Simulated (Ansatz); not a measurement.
Levels about the gap of amorphous IGZO (In10Ga10Zn5O35) (60 atoms in a cell of 759 Å³, 5.98 g/cm³; zone centre alone, so wide bands show as single levels with stretches between that a denser mesh fills), at the geometry that PBE relaxed, where it gives 0.1 GPa on a denser mesh. The participation number counts the atoms over which a state spreads; weights are charges in smoothed Voronoi cells. The levels come from a single point, so bond lengths are those of that geometry. Method of the levels: r2SCAN, scalar-relativistic without spin-orbit coupling (Ansatz, an electronic-structure program). Sampling: the zone centre alone; Fermi-Dirac width 0.02 eV; no spin polarisation. At PBE the levels at the filled edge of the gap are localised (band-tail or defect states).

A CHGNet melt-quench gave the starting glass, which DFT then relaxed. O atoms were pushed apart under 1.9 Å during the dynamics, to hinder bonds among them. The hot cell started wider than the set density and was brought back towards it in steps. It is the lowest in DFT energy of 2 quenches. It is a model cell: composition and starting density were chosen by hand, and all elements were melted together. No dispersion term was used. Its density started from a set value of 5.93 and ended at 5.98 g/cm³. The quench (nominally 190 K/ps over its main leg) was far faster than any real one, so the model tends to hold more defects than a real film. One small periodic cell is one sample of the glass; other quenches scatter about these values. The volume was free in the relaxation, at fixed shape. Stress components on the final sampling reach 2.2 GPa.

| E - E(highest filled), eV | filling | participation number | largest on | weight O | weight In | weight Ga | weight Zn |
|---|---|---|---|---|---|---|---|
| -0.34 | filled | 16.7 | O, 4 neighbours | 0.90 | 0.03 | 0.02 | 0.05 |
| -0.29 | filled | 11.4 | O, 4 neighbours | 0.88 | 0.02 | 0.02 | 0.08 |
| -0.25 | filled | 22.3 | O, 3 neighbours | 0.86 | 0.03 | 0.02 | 0.10 |
| -0.23 | filled | 12.5 | O, 3 neighbours | 0.91 | 0.02 | 0.02 | 0.04 |
| -0.18 | filled | 8.2 | O, 3 neighbours | 0.93 | 0.02 | 0.02 | 0.04 |
| -0.13 | filled | 11.4 | O, 2 neighbours | 0.90 | 0.01 | 0.02 | 0.06 |
| 0.00 | filled | 9.4 | O, 4 neighbours | 0.83 | 0.02 | 0.01 | 0.14 |
| 1.27 | empty | 53.5 | In, 5 neighbours | 0.51 | 0.28 | 0.14 | 0.08 |
| 4.14 | empty | 27.4 | In, 5 neighbours | 0.58 | 0.32 | 0.06 | 0.04 |
| 4.27 | empty | 28.5 | In, 5 neighbours | 0.57 | 0.34 | 0.06 | 0.02 |
| 4.32 | empty | 36.8 | In, 6 neighbours | 0.57 | 0.33 | 0.06 | 0.04 |
| 4.56 | empty | 31.7 | In, 5 neighbours | 0.56 | 0.31 | 0.07 | 0.06 |
| 4.74 | empty | 28.2 | In, 5 neighbours | 0.58 | 0.31 | 0.09 | 0.03 |
| 4.88 | empty | 39.1 | In, 6 neighbours | 0.54 | 0.25 | 0.16 | 0.06 |

Most localised among these is the filled level at -0.18 eV, on a O atom, which has 3 neighbours (Ga 1.91 Å, Zn 2.08 Å, In 2.12 Å).
